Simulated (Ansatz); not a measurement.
The structure below was relaxed with Ansatz (an electronic-structure program), r2SCAN, PAW, cutoff 500 eV, no spin-orbit coupling.

Space group P6₃/mmc (No. 194); a = 2.8897 Å, b = 2.8897 Å, c = 4.8664 Å, α = 90.00°, β = 90.00°, γ = 120.00°

```tsv
atom	site	symmetry	x	y	z
Au	2d	-6m2	0.6667	0.3333	0.2500
```

Problem. Write out a cell with all atoms.

Solution. 
```xyz
2
Lattice="2.8897 0.0000 0.0000 -1.4448 2.5025 0.0000 0.0000 0.0000 4.8664" Properties=species:S:1:pos:R:3 pbc="T T T"
Au     0.0000     1.6683     3.6498
Au     1.4448     0.8342     1.2166
```
This is the conventional cell.

Stability against distortions was not tested. The cell was made from Os by this change: Os → Au; the result is a model cell. This is not the structure that Au has at room temperature and ambient pressure.
